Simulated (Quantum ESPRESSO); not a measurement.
Quantum ESPRESSO run on NaI (Fm-3m, 2 atoms in the cell): self-consistent single point.

Level of theory: revPBE-D3(BJ), SSSP 1.1.2 efficiency (PBE) pseudopotentials (plane waves; Quantum ESPRESSO 7.5).

```
CELL_PARAMETERS angstrom
     -3.28464     0.00000     3.28464
      0.00000     3.28464     3.28464
     -3.28464     3.28464     0.00000
ATOMIC_POSITIONS crystal
  Na 0.00000 0.00000 0.00000
  I  0.50000 0.50000 0.50000
```

Reference input (self-consistent single point, DFT, revPBE, plane waves, SSSP 1.1.2 efficiency (PBE) pseudopotentials): ecutwfc = 40 Ry; ecutrho = 320 Ry; occupations = smearing; smearing = fermi-dirac; degauss = 0.000734986 Ry; input_dft = revpbe; potentials = {Na: na_pbe_v1.5.uspp.F.UPF, I: I.pbe-n-kjpaw_psl.0.2.UPF}; K_POINTS = automatic 9 9 9 0 0 0; conv_thr = 1e-10 Ry. This run's input differs from it in these lines:

```diff
@@ -19,2 +19,5 @@
  input_dft = 'revpbe'
+ vdw_corr = 'grimme-d3'
+ dftd3_version = 4
+ dftd3_threebody = .false.
 /
```

Output (repeated stretches shortened):

```
     Self-consistent Calculation

     iteration #  1     ecut=    40.00 Ry     beta= 0.70

     Threshold (ethr) on eigenvalues was too large:
     Diagonalizing with lowered threshold

     total energy              =    -475.05259448 Ry
     estimated scf accuracy    <       0.02358113 Ry

     iteration #  2     ecut=    40.00 Ry     beta= 0.70

     total energy              =    -475.05747771 Ry
     estimated scf accuracy    <       0.00205408 Ry

     iteration #  3     ecut=    40.00 Ry     beta= 0.70

     total energy              =    -475.05796921 Ry
     estimated scf accuracy    <       0.00012964 Ry

   [... 3 blocks of this kind left out ...]

     iteration #  7     ecut=    40.00 Ry     beta= 0.70

     total energy              =    -475.05800181 Ry
     estimated scf accuracy    <          2.2E-09 Ry

     iteration #  8     ecut=    40.00 Ry     beta= 0.70
     End of self-consistent calculation

     the Fermi energy is     4.9214 ev

!    total energy              =    -475.05800181 Ry
     estimated scf accuracy    <          8.3E-11 Ry
     smearing contrib. (-TS)   =      -0.00000000 Ry
     internal energy E=F+TS    =    -475.05800181 Ry

     DFT-D3 Dispersion         =      -0.06652459 Ry

     convergence has been achieved in   8 iterations

     Forces acting on atoms (cartesian axes, Ry/au):

     atom    1 type  1   force =     0.00000000    0.00000000   -0.00000000
     atom    2 type  2   force =    -0.00000000   -0.00000000    0.00000000

     Total force =     0.000000     Total SCF correction =     0.000000

          total   stress  (Ry/bohr**3)                   (kbar)     P=      -15.58
  -0.00010590   0.00000000   0.00000000          -15.58        0.00        0.00
   0.00000000  -0.00010590  -0.00000000            0.00      -15.58       -0.00
   0.00000000  -0.00000000  -0.00010590            0.00       -0.00      -15.58

   JOB DONE.
```

The run converged in 8 iterations. Against the reference run the pressure goes from 0.73 to -1.56 GPa and the gap on the mesh stays at 3.755 eV.

The starting cell comes from a database of computed structures (which also holds hypothetical and non-ambient phases and stackings), without a prior relaxation at this level. Its lattice was rescaled by a random factor within 2.5 % of one. Spin-orbit coupling is off.
